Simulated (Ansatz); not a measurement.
MgS (Fm-3m): electron mass 0.365 mₑ, hole mass 1.22 mₑ, dielectric constants ε∞ = 5.53 and ε₀ = 14.8, effective LO phonon energy 49 meV (band masses from r2SCAN with spin-orbit coupling, rigid bands run with Ansatz, an electronic-structure program, cell and atoms relaxed with r2SCAN; dielectric constants and zone-centre modes from PBEsol run with Ansatz on its own relaxed cell).

Question: Estimate a shallow donor's binding energy, its radius and the Mott density in the hydrogenic model.

Answer: E_d = 13.606 eV × m/ε₀² = 22.7 meV and a = 0.0529 nm × ε₀/m = 2.15 nm; n^(1/3) a = 0.26 gives 1.8e18 cm⁻³. The orbit spans many cells, so the model is sensible.

Question: Bracket the exciton binding energy.

Answer: The reduced mass is 0.281 mₑ, which gives 17.5 meV with ε₀ and 125 meV with ε∞. The phonon energy lies between the two, so neither limit holds, and the model's value lies between them.

Isotropic masses (harmonic means over directions) and a parabolic band; the masses carry the functional's gap error.
